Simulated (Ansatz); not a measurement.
We consider SnC (model structure, started from the zincblende type, F-43m, No. 216, 2 atoms in the cell), described by HSE06 (Ansatz, a first-principles code, PAW).

Settings: plane-wave cutoff 460 eV, 8×8×8 k mesh, Fermi–Dirac smearing 0.01 eV, scalar-relativistic PAW data made under PBE.

Cell (relaxed with PBEsol):

```
SnC
1.0
    0.00000     2.51701     2.51701
    2.51701     0.00000     2.51701
    2.51701     2.51701     0.00000
C Sn
1 1
Direct
  0.75000   0.75000   0.75000
  0.00000   0.00000   0.00000
```

Predict the band gap.


- band gap = 1.61 eV (on the SCF k mesh)

Note: the relaxation could raise the start's symmetry but not lower it, so the cell can be a saddle point; cell and atoms aren't relaxed at this level (pressure -0.5 GPa).

Spin–orbit coupling is not included.

Computed values are for the static lattice.

A model structure was made by putting elements into a prototype or built by hand; it is no filed structure, need not be a known phase, and can be a saddle point held by its symmetry.
